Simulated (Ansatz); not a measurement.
Si vacancy + N on the C site in 4H silicon carbide (start: the Si(h) site; C(h) 1.90 Å away, along c; 96-site cell, 2×2×2 shifted sampling). All values below come from PBE, PAW (plane waves to 420 eV; Ansatz, a program for electronic structure). Total energies of the localised charge states, counted from that of charge 0, and their image corrections (point charge with alignment); the host's valence-band maximum lies at 9.364 eV on the cells' energy zero and its gap is 2.22 eV.

```
charge  moment (μB)  E − E(first) (eV)  correction (eV)
------  -----------  -----------------  ---------------
0               1.0              0.000            0.000
−1              2.0              9.805            0.432
−2              1.0             20.137            1.229
```

**Question.** Derive the transition levels above the valence-band maximum and say which of them are thermodynamic.

**Answer.** A level is the Fermi energy at which two charges have equal formation energy: ε(q/q′) = [E(q′) + corr(q′) − E(q) − corr(q)] / (q − q′) − E_VBM.
ε(0/−1) = [(9.805 + 0.432) − (0.000 + 0.000)] / 1 − 9.364 = 0.87 eV
ε(−1/−2) = [(20.137 + 1.229) − (9.805 + 0.432)] / 1 − 9.364 = 1.77 eV
Thermodynamic levels at least 0.1 eV inside the gap: (0/−1) at 0.87 eV; (−1/−2) at 1.77 eV. Corrections reach 1.23 eV, so the outer levels may be off by several tenths of an eV. Only the charges listed were compared. Charge +1 has its level within 0.1 eV of a band edge or past it. The geometries come from one start. Flagged in the runs: a host whose relaxation on this sampling wasn't shown to rest.
